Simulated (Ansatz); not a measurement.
Consider BeSe in the zinc blende structure (space group F-43m, No. 216; a = 5.0816 Å). Axes: x, y, z lie along the cube axes.

The values are results of LDA, PAW, 420 eV (Ansatz, a quantum-chemistry and plane-wave program; no spin-orbit coupling), not measurements.

It is then changed as follows: a pure shear with ε_xy = ε_yx = 0.0200; the atoms relax in the strained cell.

Task: Predict the stress tensor and what it implies for the stiffness.

Result: Stress of the strained cell less that of the base (GPa, compression positive):
```
   0.12   -2.84    0.00
  -2.84    0.12    0.00
   0.00    0.00   -0.02
```

Then −Δσ/γ with γ = 2ε = 0.0400 gives secant stiffness values (nonlinear terms included at this strain): C66 ≈ 71 GPa.

As a check, the harmonic strain energy −½ V₀ Δσ:ε is 5.8 meV/atom; the computed energy rise is 5.8 meV/atom.

Whether these cells are dynamically stable was not tested.
